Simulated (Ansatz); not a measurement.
# SrIr₂ in the cubic Laves (MgCu2 type) structure (space group Fd-3m, No. 227)

```
SrIr2
1.0
    0.00000     3.81988     3.81988
    3.81988     0.00000     3.81988
    3.81988     3.81988     0.00000
Sr Ir
2 4
Direct
  0.75000   0.75000   0.75000
  0.50000   0.50000   0.50000
  0.12500   0.62500   0.12500
  0.12500   0.12500   0.12500
  0.62500   0.12500   0.12500
  0.12500   0.12500   0.62500
```

Calculations: Kohn–Sham DFT with the PBEsol functional, run in Ansatz (a program for electronic structure) with PAW and 420 eV plane waves, no SOC. Settings: 11×11×11 k-points, 0.05 eV Fermi–Dirac smearing.

```json
{
 "volume_per_atom": "18.58 Å³",
 "density": "14.06 g/cm³",
 "band_gap": "zero",
 "total_energy": "-9030.321 eV/atom (σ→0; compares only within this code and set-up)"
}
```

Stability against distortions was not tested. The final runs are not spin-polarised.
